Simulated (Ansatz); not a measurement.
The starting structures come from a database of crystals and need not be the phases stable at ambient conditions.

Tunnelling through a barrier is set by its complex band structure: the current falls as exp(−2κd) with the smallest κ.

Consider the following.

```yaml
crystal:
  lattice:
    - [5.88861, 0.00000, 0.00000]
    - [-0.27121, 10.50275, 0.00000]
    - [0.00000, 1.96513, 6.11692]
  atoms:
    - { symbol: Cs, position: [0.25000, 0.00000, 0.26779] }
    - { symbol: Cs, position: [0.75000, 0.00000, 0.73221] }
    - { symbol: Sb, position: [0.73770, 0.33172, 0.07936] }
    - { symbol: Sb, position: [0.26230, 0.66828, 0.92064] }
    - { symbol: Sb, position: [0.76230, 0.66828, 0.41108] }
    - { symbol: Sb, position: [0.23770, 0.33172, 0.58892] }
    - { symbol: F, position: [0.02838, 0.74308, 0.22286] }
    - { symbol: F, position: [0.97162, 0.25692, 0.77714] }
    - { symbol: F, position: [0.47162, 0.25692, 0.96594] }
    - { symbol: F, position: [0.52838, 0.74308, 0.03406] }
    - { symbol: F, position: [0.90735, 0.69604, 0.66829] }
    - { symbol: F, position: [0.09265, 0.30396, 0.33171] }
    - { symbol: F, position: [0.59265, 0.30396, 0.36433] }
    - { symbol: F, position: [0.40735, 0.69604, 0.63567] }
    - { symbol: F, position: [0.20625, 0.86244, 0.79503] }
    - { symbol: F, position: [0.79375, 0.13756, 0.20497] }
    - { symbol: F, position: [0.29375, 0.13756, 0.65747] }
    - { symbol: F, position: [0.70625, 0.86244, 0.34253] }
    - { symbol: F, position: [0.50000, 0.50000, 0.00000] }
    - { symbol: F, position: [0.00000, 0.50000, 0.50000] }
```

Space group of this cell: C2/c. The cell is taken as given; by PBEsol its mean pressure is 1.1 GPa.

Transport runs along the normal of the first two printed cell vectors.

No gap correction and no spin-orbit coupling; mid-gap values are interpolated between computed energies.

### Question
Give the band gap and the smallest decay constant κ at mid-gap that PBEsol (Ansatz, a first-principles code) yields.

### Answer
Gap 4.12 eV on a 6×6×6 mesh; κ = 0.582 1/Å, at the zone centre.
